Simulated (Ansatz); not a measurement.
# One base run on BaLi2SiSe4 (I-42m, 8 atoms in the cell) and variants with one or two settings moved

```
CELL_PARAMETERS angstrom
     -3.15701     3.15701     6.20127
      3.15701    -3.15701     6.20127
      3.15701     3.15701    -6.20127
ATOMIC_POSITIONS crystal
  Li 0.25000 0.75000 0.50000
  Li 0.75000 0.25000 0.50000
  Ba 0.00000 0.00000 0.00000
  Se 0.37700 0.88700 0.00000
  Se 0.11300 0.11300 0.49000
  Se 0.62300 0.62300 0.51000
  Se 0.88700 0.37700 0.00000
  Si 0.50000 0.50000 0.00000
```

Base run A: PBE (Ansatz, an electronic-structure program), self-consistent single point.

Its settings: basis.ecutwfc = 420 eV; kpoints.mp_grid.grid = 4 4 4; hamiltonian.xc = pbe; hamiltonian.pseudopotentials = {kind: paw} (the program's default PAW files); scf.occupations.method = fermi_dirac; scf.occupations.width = 0.1 eV.

The starting cell was generated: these elements placed on a structure prototype, without a prior relaxation; it need not be a known phase or ordering of this composition. In the base run, forces exceed 1 eV/Å. Ansatz's pressure includes its estimate of the finite-basis (Pulay) stress. A gap is left out here, as mesh or smearing make it unsure.

ΔF is the free energy per atom less that of run A. A dash stands where there is no value to compare (another energy zero or no entropy term, no result, no spin, no clean gap, or a mesh too coarse for one). Total energies depend on the potentials, the functional and any Hubbard or dispersion term, so they are compared only between runs that share all of them.

Run A gave: pressure (GPa) 1.00; largest force (eV/Å) 3.720; k-points 13; valence electrons 84.

Runs:
- B: 1 x 1 x 2 supercell, mesh divided to match; kpoints.mp_grid.grid: 4 4 4 → 4 4 2
- C: scf.occupations.method: fermi_dirac → fixed; scf.occupations.width: 0.1 eV → default
- D: hamiltonian.dispersion: default → d3bj [PBE-D3BJ]
- E: hamiltonian.pseudopotentials: {kind: paw} (the program's default PAW files) → {kind: paw_fr}; magnetization.noncollinear: default → true; magnetization.spin_orbit: default → false
- F: scf.convergence.dr2_threshold: default (1e-07 eV) → 0.01 eV
- G: scf.mixing.algorithm: default (the program chose MSR1) → anderson; scf.mixing.beta: default → 0.3
- H: scf.mixing.algorithm: default (the program chose MSR1) → anderson
- I: scf.mixing.preconditioner: default (the program chose Kerker) → local_kerker

Problem. What does run D change against A?

Solution. The pressure goes from 1.00 to -0.35 GPa and the largest force goes from 3.720 to 3.706 eV/Å.

Problem. What does run C change against A?

Solution. The free energy goes up by 2.4 meV/atom, the pressure moves little (1.00 to 0.95 GPa) and the largest force goes from 3.720 to 3.796 eV/Å.

```csv
run,ΔF (meV/atom),pressure (GPa),largest force (eV/Å),k-points,valence electrons
A,0.00,1.00,3.720,13,84
B,0.00,1.00,3.720,12,168
C,2.4,0.95,3.796,13,84
D,–,-0.35,3.706,13,84
E,–,1.00,3.720,13,84
F,0.00,1.00,3.721,13,84
G,0.00,1.00,3.720,13,84
H,0.00,1.00,3.720,13,84
I,0.00,1.00,3.720,13,84
```

Keys are those of Ansatz 0.2.
